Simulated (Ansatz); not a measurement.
Structures of equal composition on the (111) surface of fcc Pt: a layer of Mg in place of the second plane; a layer of Mg in place of the third plane. The slabs share one bottom face, and each structure is named by its start. These are constructed structures in small cells; real faces may alloy, dewet or reconstruct in larger ones, and not all known structures of the face are among them. Slabs of about 11 Å with all that they carry, Fermi-Dirac smearing of 0.1 eV. Bottom of the slabs: a bare face, its two planes held. Relaxed from the named starts with such symmetry as they have, on meshes of like density; energies extrapolated to zero smearing; no spin-orbit coupling, no U. Spin-polarised runs, if any, are marked in brackets, and their order is one that fits the cell; the others ran without spin.

The numbers are results of PBE (plane waves to 420 eV, PAW; Ansatz, an electronic-structure program), not measurements.

Q: Rank these by energy per 1x1 cell (lowest first), as PBE gives it.

A: a layer of Mg in place of the second plane (0.000 eV), a layer of Mg in place of the third plane (0.381 eV)
